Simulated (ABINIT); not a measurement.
Equation of state of antifluorite Mg2Sn (space group 225): energy against volume (ABINIT, PBEsol)

```xyz
3
Lattice="0.0000 3.2819 3.2819 3.2819 0.0000 3.2819 3.2819 3.2819 0.0000" Properties=species:S:1:pos:R:3 pbc="T T T"
Mg     1.6409     1.6409     1.6409
Mg     4.9228     4.9228     4.9228
Sn     0.0000     0.0000     0.0000
```

Method of the run: PBEsol, norm-conserving pseudopotentials (PseudoDojo nc-sr-04 PBEsol standard) (plane waves; ABINIT 10.0.3). Settings: pseudos = [Mg.upf, Sn.upf]; ecut = 110 Ry; ixc = -116133; occopt = 3; tsmear = 0.00036749 Ha; ngkpt = 9 9 9; nshiftk = 1; shiftk = 0 0 0; potentials = PseudoDojo nc-sr-04 PBEsol standard; nband = 23; kptopt = 1; nstep = 100; tolvrs = 1e-12. The cell above is the first row's. The rows scale it uniformly. In all rows fractional positions and the k mesh are held. E is the free energy at the stated smearing, counted from the lowest row.

```csv
V (Å^3/atom),E (meV/atom)
23.565,25.70
24.077,13.93
24.590,5.95
25.102,1.41
25.614,0.00
26.127,1.34
26.639,5.18
27.151,11.30
27.663,?
```

Using the third-order Birch-Murnaghan form, a cubic in V^(-2/3), estimate the missing E at V = 27.663 from the other rows, showing the fit.

With u = V^(-2/3) - 0.116, the rows have u = 0.005662, 0.003931, 0.002257, 0.000644, -0.000916, -0.002427, -0.003887, -0.005301. Least squares gives E = 0.483 + 1082.3·u + 592169·u² + 592771·u³. Residuals (row less fit): -0.002, 0.006, 0.001, -0.016, 0.012, 0.004, -0.008, 0.002; standard error 0.011 (degrees of freedom: 4). Its minimum lies at u = -0.000915, so V0 = (0.115085)^(-3/2) = 25.61. There d²E/du² = 1181000 and d³E/du³ = 3557000, so B0 = (4/9) × 25.61^(-7/3) × 1181000 × 0.160218 = 43.5 GPa (the last factor turns the table's units into GPa), and B0' = 4 + (2/3) × 0.115085 × (3557000)/1181000 = 4.2. The program's pressures in the fitted runs (not shown) pass through zero at V = 25.61, 0.00 % from this V0. At the withheld row, u = -0.006671, so E = 0.483 + 1082.3 × (-0.006671) + 592169 × (-0.006671)² + 592771 × (-0.006671)³ = 19.440 meV/atom. The calculation gives 19.47 meV/atom, 0.030 meV/atom above the prediction (0.1 % of the range of E in the table). The row lies outside the fitted rows, so this is an extrapolation. From the scatter of the fitted rows alone, a prediction at this place has a standard error of 0.028 meV/atom, so the miss is 1.1 times that.

Carrying the step between the two nearest rows on in a straight line would have given 17.42, off by 2.05; series whose last step already gives the withheld value aren't shown. The scan was laid around a cell of about the measured size, scaled by a guess for this functional. The runs keep the symmetry of the cell, so they don't test it for distortions. The PBEsol file for Sn was generated anew from PseudoDojo's inputs, some of which were changed. Cutoffs and mesh are single choices, not tested for convergence of this quantity. Series with a scatter that would blur these digits, or in which a gap closes, are not shown. Nor are scans whose minimum lies at an end fitted in this form.
